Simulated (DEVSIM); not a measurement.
Device: Cr/Al2O3/p-Ge capacitor, at 300 K.

```csv
layer (left to right),material,thickness (nm),Na (cm⁻³)
1,Al2O3,4.10,-
2,Ge,390,2.3e18
```

Metal gate on the left, work function 4.5 eV. Fixed charge at the semiconductor interface 2.6e12 cm⁻² (in units of +e); interface traps 1e12 cm⁻² eV⁻¹, uniform in energy, neutral level at 0.5 of the gap above the valence band.

Constants are typed, rounded textbook-type inputs, not results; the design itself was drawn at random and stands for no fabricated device. Values at 300 K.

```csv
parameter,Al2O3,Ge
gap (eV),6.8,0.664
affinity (eV),1.35,4
permittivity,9,16
Nc (cm⁻³),-,1.04e19
Nv (cm⁻³),-,6e18
```

Model (solved in DEVSIM): 1D Poisson equation in equilibrium, Boltzmann statistics, complete ionisation; no quantum confinement or tunnelling. Metal contacts follow the ideal Schottky-Mott rule: no Fermi-level pinning, no interface dipoles.

**Question.** Tabulate band edges, carrier densities and field at 0.2 V on the gate.

**Answer.** Energies count from the Fermi level of the right contact; mesh points crowd at the junctions.

```
x (μm)     Ec (eV)  Ev (eV)  n (cm⁻³)  p (cm⁻³)  field (V/cm)
---------  -------  -------  --------  --------  ------------
0.000        2.950   -3.850     < 1e2     < 1e2        130000
0.0007636    2.960   -3.840     < 1e2     < 1e2        130000
0.001672     2.971   -3.829     < 1e2     < 1e2        130000
0.002751     2.985   -3.815     < 1e2     < 1e2        130000
0.003863     3.000   -3.800     < 1e2     < 1e2        130000
0.004624     0.372   -0.292    6.0e12    7.3e13        350000
0.005931     0.416   -0.248    1.1e12    4.0e14        320000
0.009226     0.507   -0.157    3.1e10    1.4e16        240000
0.01409      0.592   -0.072     1.2e9    3.7e17        120000
0.02207      0.634   -0.030     2.3e8    1.9e18         15000
0.03686      0.639   -0.025     1.9e8    2.3e18           150
0.07414      0.639   -0.025     1.9e8    2.3e18           ≈ 0
0.1292       0.639   -0.025     1.9e8    2.3e18           ≈ 0
0.2180       0.639   -0.025     1.9e8    2.3e18           ≈ 0
0.3108       0.639   -0.025     1.9e8    2.3e18           ≈ 0
0.3476       0.639   -0.025     1.9e8    2.3e18           ≈ 0
0.3675       0.639   -0.025     1.9e8    2.3e18           ≈ 0
0.3796       0.639   -0.025     1.9e8    2.3e18           ≈ 0
0.3878       0.639   -0.025     1.9e8    2.3e18           ≈ 0
0.3911       0.639   -0.025     1.9e8    2.3e18           ≈ 0
0.3929       0.639   -0.025     1.9e8    2.3e18           ≈ 0
0.3941       0.639   -0.025     1.9e8    2.3e18           ≈ 0
```
